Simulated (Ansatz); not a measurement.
Start from HfN in the rock salt structure (space group Fm-3m, No. 225; a = 4.468 Å; relaxed with 0.1 eV smearing). Axes: x, y, z lie along the cube axes.

All numbers come from Ansatz (a quantum-chemistry and plane-wave program), LDA, PAW, cutoff 420 eV, without spin-orbit coupling.

Modification: the cell is stretched by 1.50 % along z with no lateral relaxation; the atoms relax in the strained cell.

**Question.** Predict the stress tensor and what it implies for the stiffness.

**Answer.** Stress of the strained cell less that of the base (GPa, compression positive):
```
   -1.7     0.0     0.0
    0.0    -1.7     0.0
    0.0     0.0    -9.3
```

Then −Δσ_ii/ε with ε = 0.0150 gives secant stiffness values (nonlinear terms included at this strain): C33 ≈ 618 GPa, C13 ≈ 111 GPa and C23 ≈ 111 GPa.

As a check, the harmonic strain energy −½ V₀ Δσ:ε is 4.8 meV/atom; the computed energy rise is 5.0 meV/atom.

No phonon test of stability was made. All final runs are without spin polarisation.
